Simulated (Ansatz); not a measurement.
Start from ZnCu2SnS4 (space group I-4, No. 82; a = 5.414 Å, c = 10.823 Å). Axes: x, y, z lie along a, b, c of the conventional cell.

Calculations: Kohn–Sham DFT with the r2SCAN functional, run in Ansatz (a first-principles code) with PAW and 500 eV plane waves, scalar-relativistic without spin-orbit coupling, earlier PAW set.

Base values:

| Item | Result |
|---|---|
| Pressure | 0.00 GPa |
| Hole mass | 0.12 mₑ along c, 0.81 mₑ across (at Γ) |

The change: tensile biaxial strain of 1.23 % in the plane normal to [001], as in epitaxy on a mismatched substrate; the out-of-plane cell vector and the atoms relax.

Q: Estimate the effect on the pressure, hole mass, ratio −ε⊥/ε∥ and energy relative to the base.

A: The pressure (mean of the normal stresses, compression positive) goes from zero to -0.69 GPa; the hole mass becomes 0.11 mₑ out of plane, 0.81 mₑ in plane (at Γ) (base: 0.12 mₑ along c, 0.81 mₑ across (at Γ)); the ratio −ε⊥/ε∥ is 1.24; the energy rises by 1.6 meV/atom.

The levels and masses belong to the bands next to the band gap. Effective masses come from finite differences of ±0.01 Å⁻¹. No phonon test of stability was made. All final runs are without spin polarisation.
